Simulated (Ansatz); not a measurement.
## Effect of biaxial strain −1.80 %, plane normal [001], relaxed out of plane on GaN

Base system: GaN in the wurtzite structure (space group P6_3mc, No. 186; a = 3.218 Å, c = 5.243 Å). Axes: x lies along a and z along c of the hexagonal cell.

Perturbation: biaxial strain −1.80 %, plane normal [001], relaxed out of plane (Cartesian); in-plane vectors clamped, the third vector and the atoms free.

Computed with PBE (Ansatz, a first-principles code), spin-orbit coupling left out. Γ-centred 12×12×6 mesh, Fermi–Dirac width 0.05 eV.

| quantity | base | changed | shift |
|---|---|---|---|
| space group | P6_3mc (No. 186) | P6_3mc (No. 186) | – |
| shortest interatomic distance | 1.967 Å | 1.945 Å | -0.022 Å |
| pressure (mean of the normal stresses, compression positive) | 0.0 kbar | 51.6 kbar | +51.52 kbar |
| band gap | 1.71 eV | 1.78 eV | +0.07 eV |
| gap character | direct at Γ | direct at Γ | – |
| width of the top valence band | 2.67 eV | 2.86 eV | +0.19 eV |
| electron mass | 0.14 mₑ along c, 0.16 mₑ across (at Γ) | 0.15 mₑ out of plane, 0.17 mₑ in plane (at Γ) | – |
| valence-band top at Γ (three highest levels, from the VBM) | 0.00, 0.00, -0.04 eV | 0.00, 0.00, -0.21 eV | – |
| out-of-plane strain | – | +0.82 % | – |
| ratio −ε⊥/ε∥ | – | 0.46 | – |
| mean in-plane stress (compression positive) | – | +7.7 GPa | – |

Final structure (turned so that z lies along the plane normal):

```
GaN
1.0
    3.16044     0.00000     0.00000
    1.58022     2.73702     0.00000
    0.00000     0.00000     5.28623
Ga N
2 2
Direct
  0.33333   0.33333   0.00231
  0.66667   0.66667   0.50231
  0.33333   0.33333   0.37469
  0.66667   0.66667   0.87469
```

Masses are band curvatures over ±0.01 Å⁻¹ around the edge. Semilocal Kohn–Sham gaps tend to fall short of experiment. Stability against distortions was not tested.
